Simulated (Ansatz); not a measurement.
# Ga2O3, pressure series

Start from Ga2O3 in the corundum structure (space group R-3c, No. 167; a = 5.0579 Å, c = 13.6242 Å (hexagonal axes)).

Cell and atoms are relaxed at each pressure.

Computed with PBE (Ansatz, a quantum-chemistry and plane-wave program; PAW; 420 eV plane waves; no SOC), earlier PAW set.

Notes on the quantities. enthalpy: H = E + PV relative to the base's energy.

| change | enthalpy | c/a ratio | band gap |
|---|---|---|---|
| base | – | 2.694 | 2.41 eV |
| pressure −2 GPa | -0.13 eV/atom | 2.697 | 2.30 eV |
| pressure −1 GPa | -0.06 eV/atom | 2.695 | 2.36 eV |
| pressure 3 GPa | +0.19 eV/atom | 2.689 | 2.56 eV |
| pressure 7 GPa | +0.43 eV/atom | 2.684 | 2.74 eV |
| pressure 15 GPa | +0.91 eV/atom | 2.672 | 3.09 eV |
| pressure 30 GPa | +1.77 eV/atom | 2.651 | 3.64 eV |
| pressure 50 GPa | +2.86 eV/atom | 2.622 | 4.24 eV |
| pressure 75 GPa | +4.14 eV/atom | … | … |
| pressure 100 GPa | +5.36 eV/atom | 2.534 | 5.22 eV |

Problem. Some entries are withheld; estimate them.

Solution. 
- pressure 75 GPa, c/a ratio: 2.581
- pressure 75 GPa, band gap: 4.82 eV

Load acts through the strain it causes; cell and atoms are relaxed under it. No phonon test of stability was made. Competing high-pressure phases were not computed.
